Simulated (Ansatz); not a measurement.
Start from CsSnI3 in the cubic perovskite structure (space group Pm-3m, No. 221; a = 6.225 Å). Axes: x, y, z lie along the cube axes.

All numbers come from Kohn–Sham DFT with the r2SCAN functional, run in Ansatz (an electronic-structure program) with PAW and 500 eV plane waves, scalar-relativistic without spin-orbit coupling, earlier PAW set.

Before the change:

| Quantity | Value |
|---|---|
| Band gap | 0.46 eV |

It is then changed as follows: biaxial strain +2.73 %, plane normal [001], relaxed out of plane (Cartesian); in-plane vectors clamped, the third vector and the atoms free.

Q: Estimate the effect on the band gap.

A: The band gap goes up by 0.13 eV (0.46 eV → 0.59 eV).

Q: What happens to the out-of-plane strain?

A: The out-of-plane strain is -0.68 %.

Q: What happens to the in-plane stress?

A: The mean in-plane stress (compression positive) comes out as -1.0 GPa.

Spin-orbit coupling, missing from the scalar runs, can matter with I. Whether these cells are dynamically stable was not tested. Many cubic perovskites are stable only at high temperature; tilts and polar distortions were not tested.
